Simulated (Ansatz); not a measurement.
Base system: TaN in the rock salt structure (space group Fm-3m, No. 225; a = 4.416 Å).

Structures relaxed with Kohn–Sham DFT with the PBE functional, run in Ansatz (a first-principles code) with PAW and 420 eV plane waves, spin-orbit coupling left out, earlier PAW set.

Base:

Simulated powder pattern, Cu Kα1, λ = 1.54056 Å (kinematic, ideal powder, no thermal factors, no anomalous dispersion; the 14 strongest lines at most, above 2 %, up to 2θ = 90°):

| 2θ (°) | I/Imax (%) | hkl |
|---|---|---|
| 35.17 | 100 | (111) |
| 40.83 | 67 | (200) |
| 59.12 | 45 | (220) |
| 70.69 | 44 | (311) |
| 74.35 | 15 | (222) |
| 88.49 | 7.7 | (400) |

One thing is altered: every Ta is replaced by Ti, then cell and atoms are relaxed.

Task: Predict the new powder pattern.

Result: 
Simulated powder pattern, Cu Kα1, λ = 1.54056 Å (kinematic, ideal powder, no thermal factors, no anomalous dispersion; the 14 strongest lines at most, above 2 %, up to 2θ = 90°):

```tsv
2θ (°)	I/Imax (%)	hkl
36.62	67	(111)
42.54	100	(200)
61.73	55	(220)
73.97	24	(311)
77.85	17	(222)
```

The indices refer to each structure's own conventional cell; one index is shown for lines that coincide.

No phonon test of stability was made. All final runs are without spin polarisation. An odd electron count without spin: TiN. This is not the structure that TaN has at room temperature and ambient pressure.
